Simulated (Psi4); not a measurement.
Psi4 1.11, PBE0/def2-svp: cluster of 7 water molecules, 21 atoms. The geometry is a generated start, not checked to be a minimum at this level.

```python
memory 64 GB

molecule mol {
0 1
O      1.30311000     1.51774000     1.28317000
H      1.59898000     1.47332000     2.19253000
H      2.05274000     1.21273000     0.77183000
O      1.38727000     1.58628000    -1.76953000
H      0.68972000     1.00980000    -2.08181000
H      2.14391000     1.01003000    -1.66048000
O     -1.67474000     1.56434000     1.37001000
H     -2.13815000     1.60064000     0.53313000
H     -1.64434000     0.63248000     1.58717000
O     -1.66842000     1.53904000    -1.71261000
H     -2.51602000     1.09418000    -1.70165000
H     -1.32791000     1.38480000    -2.59392000
O      1.48825000    -1.58829000     1.31216000
H      0.85070000    -1.62381000     0.59892000
H      1.00146000    -1.87842000     2.08372000
O      1.41986000    -1.60130000    -1.88186000
H      0.53074000    -1.65328000    -1.53085000
H      1.98616000    -1.72248000    -1.11958000
O     -1.67175000    -1.53470000     1.27490000
H     -2.57950000    -1.83475000     1.22591000
H     -1.23207000    -2.18834000     1.81886000
}

set {
  basis def2-svp
}

energy('pbe0')
print_variables()
```

The program reports basis functions: 168, grid points: 450585.

Machine: one whole node, AMD EPYC (Zen 5), 96 cores on 1 socket, no SMT, 12 L3 cache groups; 94 cores' worth of CPU time may be used.

Each time is the median wall time of two to five repeats, run one at a time on the otherwise empty machine; start-up is included. Processes are pinned to neighbouring cores unless said otherwise. Build: conda-forge: OpenMP (LLVM), MKL, Libint2. Other compilers and libraries give other times. Scratch files lie in a memory file system.

Started as
```bash
OMP_NUM_THREADS=32 psi4 -n 32 -o stdout input.dat
```
(32 threads, scf_type = df (default), cholesky_tolerance = not set) it takes 2.5 s and 8 SCF iterations.

Question: What happens to the run time with scf_type = cd, cholesky_tolerance = 0.001?

Answer: About 4.9 s (3 runs within 7 %): 1.9× as long. The largest move is in set-up of the integrals (fitting, PK, Cholesky): 0.17 s to 2.5 s. What the program resolved moves too: JK builder from MemDFJK to CDJK. Launch, exit and the like take 1.1 s of the 2.5 s. Change in the result: energy 4.2 meV/atom.
